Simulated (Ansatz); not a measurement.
The reference is PtSb2 (space group Pa-3, No. 205; a = 6.553 Å).

(Cell as relaxed with PBE.)

Levels (all Ansatz, a first-principles code, PAW): PBE (420 eV, no spin-orbit coupling); PBEsol (420 eV, spin-orbit coupling left out).

Each level relaxes its own structure.

```json
[
 {"base": "volume per atom", "PBE": "23.45 Å³", "PBEsol": "22.50 Å³"},
 {"base": "lattice parameter a", "PBE": "6.553 Å", "PBEsol": "6.463 Å"},
 {"base": "band gap", "PBE": "zero", "PBEsol": "zero"}
]
```

Modification: a hydrostatic pressure of 3 GPa.

| quantity | PBE | PBEsol |
|---|---|---|
| volume per atom | 22.83 Å³ | ___ |
| band gap | zero | ___ |

**Question.** Predict the PBEsol column.

**Answer.** 
- volume per atom, PBEsol: 21.97 Å³
- band gap, PBEsol: zero

PBE's volume per atom lies 0.86 Å³ above PBEsol's (3.9 %); the two agree on the band gap. Neither level is exact; PBEsol is the comparison here, not a measurement.

With Pt and Sb present, leaving out spin-orbit coupling can change the band edges. Load acts through the strain it causes; cell and atoms are relaxed under it. Whether these cells are dynamically stable was not tested. All final runs are without spin polarisation. A zero or small gap of PtSb2 can be the functional's error rather than a property of the material.
